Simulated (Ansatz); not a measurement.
Cells marked so need not be the phases stable at ambient conditions, and some may be hypothetical.

The gap is the functional's own, uncorrected, and κ follows it; spin-orbit coupling is left out. Mid-gap values are interpolated between the computed energies.

A. HfS₂ (P-3m1, CdI2 type, not sure to be the ambient phase, 3 atoms a cell, 21.7 Å³ an atom), along the normal of (100)
B. SrGeO₃ (P-62m, not sure to be the ambient phase, 15 atoms a cell, 16.6 Å³ an atom, -3 GPa at this level), along the normal of (110)
C. TiZnO3 (R3c, not sure to be the ambient phase, 10 atoms a cell, 10.6 Å³ an atom, -8 GPa at this level), along the normal of (110)

Question: Rank these by mid-gap decay constant of the slowest evanescent state (highest first), as PBEsol in Ansatz (a quantum-chemistry and plane-wave program) gives it.

Answer: C (0.42 1/Å), B (0.34 1/Å), A (0.14 1/Å)
